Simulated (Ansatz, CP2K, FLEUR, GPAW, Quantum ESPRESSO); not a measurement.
**Code comparison for SrZn2 (Imma, 6 atoms in the cell)**

Self-consistent single point, at a second geometry (lattice scaled by 0.98). First geometry:

```yaml
crystal:
  lattice:
    - [-2.37608, 3.87441, 3.83995]
    - [2.37608, -3.87441, 3.83995]
    - [2.37608, 3.87441, -3.83995]
  atoms:
    - { symbol: Sr, position: [0.30347, 0.05347, 0.25000] }
    - { symbol: Sr, position: [0.69653, 0.94653, 0.75000] }
    - { symbol: Zn, position: [0.73249, 0.66359, 0.06890] }
    - { symbol: Zn, position: [0.26751, 0.33641, 0.93110] }
    - { symbol: Zn, position: [0.09469, 0.66359, 0.43110] }
    - { symbol: Zn, position: [0.90531, 0.33641, 0.56890] }
```

Shared settings, as Ansatz (a first-principles code) writes them: kpoints.mp_grid.grid = 4 4 4; scf.occupations.method = gaussian; scf.occupations.width = 0.01 Ry. Potentials and cutoffs stand in the table.

| code | model | ΔF from the first geometry (meV/atom) | pressure (GPa) | largest force (eV/Å) | cutoff |
|---|---|---|---|---|---|
| FLEUR | PBEsol, all-electron FLAPW (FLEUR), scalar-relativistic valence | – | – | 0.080 | Kmax 4.2 1/bohr |
| Ansatz | PBEsol, PAW files made with PBE | -5.7 | 0.61 | 0.080 | default |
| GPAW | PBEsol, GPAW PAW datasets PBEsol (made by gpaw-setup) | -4.0 | 0.89 | 0.086 | 850 eV |
| CP2K | PBEsol, GPW, DZVP-MOLOPT-SR-GTH basis, GTH-PBE potentials (GTH_POTENTIALS) | -0.7 | 1.27 | 0.077 | grid 600 Ry |
| Quantum ESPRESSO | PBEsol, GBRV 1.5 ultrasoft (PBESOL) pseudopotentials | -5.4 | 0.33 | 0.083 | 50 Ry |

A dash marks a value that a program does not give, or that is left out as unsure.

The spread over the programs that give each value: ΔF from the first geometry within 5.0 meV/atom; pressure within 0.94 GPa; largest force within 0.009 eV/Å.

CP2K uses small atom-centred bases, whose incompleteness enters pressures, forces and empty levels differently from a plane-wave cutoff. FLEUR treats all electrons, but the usual bases taken here (sphere radii, linearisation, local orbitals, empty states) were not tested for convergence, so the values are no reference for the others. Ansatz's pressure is given at a fixed set of plane waves, as the other plane-wave codes print theirs; with its correction for the finite basis it is 0.66 GPa.

The shared mesh is coarse (it stands for a supercell whose shortest vector is 19 Å), so the values are not converged in it.

The starting cell comes from a database of computed structures (which also holds hypothetical and non-ambient phases and stackings), without a prior relaxation at this level. Its lattice was rescaled by a random factor within 2.5 % of one. For this run, on top of that: lattice scaled by 0.98.

Left out of this page: Elk (not drawn, or without a comparable value).

Keys are those of Ansatz 0.2.
